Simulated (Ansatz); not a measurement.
We consider TaO2 (P4₂/mnm, No. 136, 6 atoms in the cell; start mp-20994), described by r²SCAN in Ansatz (plane waves, PAW).

Run with plane-wave cutoff 560 eV, 12×12×20 k mesh (along the axes of the cell as run), Fermi–Dirac smearing 0.05 eV, scalar-relativistic PAW data made under PBE.

Cell (relaxed at this level):

```
TaO2
1.0
    4.96158     0.00000     0.00000
    0.00000     4.96158     0.00000
    0.00000     0.00000     2.85463
Ta O
2 4
Direct
  0.00000   0.00000   0.50000
  0.50000   0.50000   0.00000
  0.71476   0.28524   0.50000
  0.28524   0.71476   0.50000
  0.21476   0.21476   0.00000
  0.78524   0.78524   0.00000
```

Question: Predict the bulk modulus B0.

Answer: 
* **bulk modulus B0**: 279 GPa

The run finds no gap.

Note: the bulk modulus is −V dP/dV from two relaxed cells at ±2 % in volume; the relaxation could not lower the start's symmetry, so the cell can be a saddle point above a distorted one.

Spin–orbit coupling is not included; it can open a gap where bands touch, and shift volumes and moduli.

The computed numbers hold no vibrational or temperature effects.

A start named mp-… is a Materials Project structure, which need not be a measured phase.

Ansatz is a program for electronic structure.
